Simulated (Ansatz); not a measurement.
We look at the energy change on adding O to slab B from O2 (gas). Reaction: cell B + 1/2 O2 (gas) → cell A. Negative: the products are lower in energy.

Cell A: a slab of Si (diamond, Fd-3m) cut along (100), 43 atoms, square cell of 7.74 Å (59.8 Å²), symmetry Pmm2 within 0.02 Å, 11.2 Å thick under 16 Å of vacuum, in-plane vectors held at the crystal's; planes from bottom to top: H8 | Si4 × 8 | Mg2O, its two faces unlike (dipole correction applied); added, foreign or displaced atoms, above the top plane and below the bottom plane and within the planes: Si bound to 2 Si at 2.40 Å; eight times H bound to 1 Si at 1.48 Å; two times Mg bound to 4 Si at 2.92 Å; O bound to 2 Si at 1.70 Å; against B it holds O more, on a cell with four atoms a plane; spin state with PBE: run without spin, k-point mesh 3×3×1.
```
CELL_PARAMETERS angstrom
      7.73573     0.00000     0.00000
      0.00000     7.73573     0.00000
      0.00000     0.00000    27.55662
ATOMIC_POSITIONS crystal
  Si 0.00000 0.00000 0.32048
  Si 0.00000 0.50000 0.33098
  Si 0.50000 0.00000 0.31990
  Si 0.50000 0.50000 0.33127
  Si 0.25077 0.00000 0.36949
  Si 0.24962 0.50000 0.37900
  Si 0.74923 0.00000 0.36949
  Si 0.75038 0.50000 0.37900
  Si 0.25002 0.23941 0.42338
  Si 0.25002 0.76059 0.42338
  Si 0.74998 0.23941 0.42338
  Si 0.74998 0.76059 0.42338
  Si 0.00000 0.23825 0.47273
  Si 0.00000 0.76175 0.47273
  Si 0.50000 0.24100 0.47266
  Si 0.50000 0.75900 0.47266
  Si 0.00000 0.00000 0.52769
  Si 0.00000 0.50000 0.51597
  Si 0.50000 0.00000 0.52622
  Si 0.50000 0.50000 0.51739
  Si 0.25241 0.00000 0.57730
  Si 0.24716 0.50000 0.56452
  Si 0.74759 0.00000 0.57730
  Si 0.75284 0.50000 0.56452
  Si 0.25698 0.27088 0.62033
  Si 0.25698 0.72912 0.62033
  Si 0.74302 0.27088 0.62033
  Si 0.74302 0.72912 0.62033
  Si 0.00000 0.29304 0.67040
  Si 0.00000 0.70696 0.67040
  Si 0.50000 0.33002 0.67206
  Si 0.50000 0.66998 0.67206
  H  0.00000 0.14777 0.28621
  H  0.00000 0.85223 0.28621
  H  0.00000 0.64984 0.29777
  H  0.00000 0.35016 0.29777
  H  0.50000 0.14797 0.28568
  H  0.50000 0.85203 0.28568
  H  0.50000 0.64980 0.29802
  H  0.50000 0.35020 0.29802
  Mg 0.22233 0.00000 0.69374
  Mg 0.77767 0.00000 0.69374
  O  0.00000 0.50000 0.69141
```

Cell B: a slab of Si (diamond, Fd-3m) cut along (100), 42 atoms, square cell of 7.74 Å (59.8 Å²), symmetry Pmm2 within 0.02 Å, 11.2 Å thick under 16 Å of vacuum, in-plane vectors held at the crystal's; planes from bottom to top: H8 | Si4 × 8 | Mg2, its two faces unlike (dipole correction applied); added, foreign or displaced atoms, above the top plane and below the bottom plane and within the planes: two times Si bound to 2 Si at 2.41 Å; eight times H bound to 1 Si at 1.48 Å; two times Mg bound to 2 Si at 2.88 Å; spin state with PBE: run without spin, k-point mesh 3×3×1.
```
MgH4Si16
1.0
    7.73573     0.00000     0.00000
    0.00000     7.73573     0.00000
    0.00000     0.00000    27.30483
Si H Mg
32 8 2
Cartesian
  0.00000   0.00000   8.79860
  0.00000   3.86787   9.13394
  3.86787   0.00000   8.79860
  3.86787   3.86787   9.13394
  1.93393   0.00000  10.15810
  1.93393   3.86787  10.45063
  5.80180   0.00000  10.15810
  5.80180   3.86787  10.45063
  1.93393   1.84132  11.65595
  1.93393   5.89442  11.65595
  5.80180   1.84132  11.65595
  5.80180   5.89442  11.65595
  0.00000   1.84295  13.01418
  0.00000   5.89278  13.01418
  3.86787   1.84295  13.01418
  3.86787   5.89278  13.01418
  0.00000   0.00000  14.52968
  0.00000   3.86787  14.21146
  3.86787   0.00000  14.52968
  3.86787   3.86787  14.21146
  1.93393   0.00000  15.92027
  1.93393   3.86787  15.52121
  5.80180   0.00000  15.92027
  5.80180   3.86787  15.52121
  1.93393   2.13091  17.09641
  1.93393   5.60482  17.09641
  5.80180   2.13091  17.09641
  5.80180   5.60482  17.09641
  0.00000   2.51666  18.48535
  0.00000   5.21907  18.48535
  3.86787   2.51666  18.48535
  3.86787   5.21907  18.48535
  0.00000   1.14549   7.85762
  0.00000   6.59024   7.85762
  0.00000   5.02651   8.21776
  0.00000   2.70922   8.21776
  3.86787   1.14549   7.85762
  3.86787   6.59024   7.85762
  3.86787   5.02651   8.21776
  3.86787   2.70922   8.21776
  1.93393   0.00000  19.02976
  5.80180   0.00000  19.02976
```

Reference: an isolated O2 molecule (triplet) in a box of 11 × 11 × 13 Å.

Plane-wave PAW calculations with Ansatz (an electronic-structure program), its default PAW set, cutoff 420 eV, 500 eV for r2SCAN. The structures are at rest with PBE, within the held lattices; other levels are single points on them. HSE06 runs on coarser k-point meshes, mended by the PBE difference between the two meshes. Neutral cells; Fermi-Dirac smearing of at most 0.05 eV in the solids, energies taken to zero width. The lattices are those relaxed with PBE, so at other levels the solids can be strained, which adds to the spread. Larger cells are relaxed from a start prepared with the learned potential CHGNet, on a coarser mesh till forces fall under 0.03 eV/Å, which some starts already meet. A dispersion term (D3(BJ), or D4 for r2SCAN) was computed beside these levels and is taken off wherever the name lacks it. The PAW files were made for PBE and serve at the other functionals too. Space groups of crystals are read within 0.01 Å. Static lattices, no vibrational contributions. The structures are the rest points that the relaxations reached, not proven lowest. Values are for these cell sizes. Cell A has symmetry Pmm2 within 0.02 Å and got no random move, so less symmetric positions, which may lie lower, weren't tried. Cell B has symmetry Pmm2 within 0.02 Å and got no random move, so less symmetric positions, which may lie lower, weren't tried.

Question: What value does PBE give?

Answer: -3.86 eV, for cell B + 1/2 O2 (gas) → cell A.

Question: How does the value move with the functional?

Answer: 
```
Functional  value (eV)  less PBE
----------  ----------  --------
r2SCAN           -4.14     -0.28
HSE06            -4.05     -0.19
```

The levels shown span 0.28 eV, from r2SCAN (-4.14) to PBE (-3.86).
